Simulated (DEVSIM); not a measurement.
## Schottky contact on n-type GaP

System: Schottky contact on n-type GaP, at 350 K.

| layer (left to right) | material | thickness (μm) | Nd (cm⁻³) | τn (s) | τp (s) |
|---|---|---|---|---|---|
| 1 | GaP | 3.90 | 4.3e15 | 1.6e-6 | 1.6e-6 |

Left contact: Schottky, work function 5.41 eV, emission velocity 1e7 cm/s. Right contact: ohmic. Voltage is applied to the left contact. Recombination: SRH at mid-gap. Mobility is μmin + (μ − μmin)/(1 + (N/Nref)^α).

Constants are typed, rounded textbook-type inputs, not results; the design itself was drawn at random and stands for no fabricated device. Values at 300 K; Nc and Nv go as T^1.5, mobilities as T to minus their exponent, the gap by Varshni's rule with the affinity fixed.

```tsv
parameter	GaP
gap (eV)	2.26
affinity (eV)	3.8
permittivity	11.1
Nc (cm⁻³)	1.8e19
Nv (cm⁻³)	1.9e19
μn (cm²/Vs)	250
μp (cm²/Vs)	150
μn,min	10
μp,min	10
Nref,n	4.4e18
Nref,p	1e18
αn	0.8
αp	0.85
T exponent of μn	1.6
T exponent of μp	1.98
Varshni α (eV/K)	0.00058
Varshni β (K)	372
```

Simulated with DEVSIM: 1D drift-diffusion, Boltzmann statistics, complete ionisation; no tunnelling, impact ionisation, image-force lowering or self-heating. Metal contacts follow the ideal Schottky-Mott rule: no Fermi-level pinning, no interface dipoles.

```yaml
potential_step_across_the_device_at_zero_bias: 1.352 V
largest_field_in_the_device_at_zero_bias: 43000 V/cm
Dark forward voltage at 1 A/cm²: 1.134 V
Dark forward voltage at 100 A/cm²: 1.578 V
```

Dark forward current:

```
V (V)  J (A/cm²)
-----  ---------
0.15     1.8e-14
0.20     8.5e-14
0.30     2.1e-12
0.35     1.1e-11
0.40     5.6e-11
0.50      1.5e-9
0.55      7.6e-9
0.65      2.0e-7
0.70      1.0e-6
0.75      5.2e-6
0.85     0.00013
0.90     0.00068
0.95      0.0034
1.05       0.082
1.10        0.38
1.20         5.2
1.25          12
1.30          22
1.40          48
1.45          62
1.50          77
1.60         110
1.65         120
1.75         150
1.80         170
1.85         190
1.95         220
2.00         240
```

Small-signal capacitance in reverse bias (quasi-static):

| V (V) | C (nF/cm²) |
|---|---|
| -0.2 | 14.9 |
| -0.5 | 13.6 |
| -1 | 12.1 |
| -1.5 | 11.0 |
| -2 | 10.1 |
| -3 | 8.85 |
| -4 | 7.98 |
| -5 | 7.32 |
| -6.5 | 6.58 |
| -8 | 6.03 |
| -10 | 5.47 |
